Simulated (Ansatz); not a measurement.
## Ta: uniaxial strain ε_zz = +2.50 %

The reference is Ta in the bcc (W type) structure (space group Im-3m, No. 229; a = 3.254 Å; relaxed with 0.1 eV smearing). Axes: x, y, z lie along the cube axes.

The change: uniaxial strain ε_zz = +2.50 %, all other strain components held at zero; the atoms relax in the strained cell.

All numbers come from LDA, PAW, 420 eV (Ansatz, a quantum-chemistry and plane-wave program; no spin-orbit coupling). k-mesh 28×28×28 (Γ-centred); smearing 0.1 eV (Fermi–Dirac).

The volume per atom rises by 0.43 Å³, from 17.23 Å³ to 17.66 Å³ and the space group goes from Im-3m (No. 229) to I4/mmm (No. 139). The shortest interatomic distance increases by 0.024 Å, from 2.818 Å to 2.842 Å and the energy goes up by 9.6 meV/atom. The pressure (mean of the normal stresses, compression positive) goes from zero to -5.1 GPa and the band gap stays zero. The stress (xx, yy, zz, yz, xz, xy; compression positive) amounts to (-4.1, -4.1, -7.0, 0.0, 0.0, 0.0) GPa.

Final structure:

```yaml
crystal:
  lattice:
    - [-1.62703, 1.62703, 1.66771]
    - [1.62703, -1.62703, 1.66771]
    - [1.62703, 1.62703, -1.66771]
  atoms:
    - { symbol: Ta, position: [0.00000, 0.00000, 0.00000] }
```

No phonon test of stability was made. The final runs are not spin-polarised.
